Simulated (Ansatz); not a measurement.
Given:

```xyz
2
Lattice="0.0000 2.2438 2.2438 2.2438 0.0000 2.2438 2.2438 2.2438 0.0000" Properties=species:S:1:pos:R:3 pbc="T T T"
Si     0.0000     0.0000     0.0000
C      1.1219     1.1219     1.1219
```

No spin polarisation.

Computed with PBEsol, PAW, 420 eV (Ansatz, a first-principles code; scalar-relativistic without spin-orbit coupling). k-mesh 13×13×13 (Γ-centred); smearing 0.05 eV (Fermi–Dirac).

### Question
Predict the gap character, band gap, pressure and space group.

### Answer
* **Gap character**: indirect, Γ → X
* **Band gap**: 1.32 eV
* **Pressure**: -165.2 kbar
* **Space group**: F-43m (No. 216)

The cells carry an imposed strain or load. Stability against distortions was not tested. The cell was made from SiC in the zinc blende structure (space group F-43m, No. 216) by this change: isotropic strain +3.00 %.
